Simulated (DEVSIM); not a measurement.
System: Si p-n junction from an implanted or diffused profile, at 350 K.

| layer (left to right) | material | thickness (μm) | Nd (cm⁻³) | τn (s) | τp (s) |
|---|---|---|---|---|---|
| 1 | Si | 62.0 | 1.8e16 | 3.3e-7 | 3.3e-7 |

Added acceptor profile: 2.8e18 cm⁻³ × exp(−(x − 0 μm)²/(2·(0.087 μm)²)). Left contact: ohmic. Right contact: ohmic. Voltage is applied to the left contact. Recombination: SRH at mid-gap, radiative. Mobility is constant in doping.

This is a model device: material constants are rounded textbook-type values typed into the input, and sizes, dopings and lifetimes were drawn at random. Values at 300 K; Nc and Nv go as T^1.5, mobilities as T to minus their exponent, the gap by Varshni's rule with the affinity fixed.

| parameter | Si |
|---|---|
| gap (eV) | 1.124 |
| affinity (eV) | 4.05 |
| permittivity | 11.7 |
| Nc (cm⁻³) | 2.86e19 |
| Nv (cm⁻³) | 3.1e19 |
| μn (cm²/Vs) | 1417 |
| μp (cm²/Vs) | 470 |
| T exponent of μn | 2.3 |
| T exponent of μp | 2.2 |
| B (cm³/s) | 4.7e-15 |
| Varshni α (eV/K) | 0.000473 |
| Varshni β (K) | 636 |

DEVSIM, 1D drift-diffusion, Boltzmann statistics, complete ionisation; no tunnelling, impact ionisation, image-force lowering or self-heating.

Give the small-signal capacitance in reverse bias (quasi-static).


```json
[
 {"V (V)": "-0.1", "C (nF/cm²)": "40.1"},
 {"V (V)": "-0.25", "C (nF/cm²)": "36.8"},
 {"V (V)": "-0.5", "C (nF/cm²)": "32.8"},
 {"V (V)": "-0.75", "C (nF/cm²)": "29.9"},
 {"V (V)": "-1", "C (nF/cm²)": "27.7"},
 {"V (V)": "-1.5", "C (nF/cm²)": "24.5"},
 {"V (V)": "-2", "C (nF/cm²)": "22.2"},
 {"V (V)": "-2.5", "C (nF/cm²)": "20.4"},
 {"V (V)": "-3.25", "C (nF/cm²)": "18.5"},
 {"V (V)": "-4", "C (nF/cm²)": "17.0"},
 {"V (V)": "-5", "C (nF/cm²)": "15.5"}
]
```
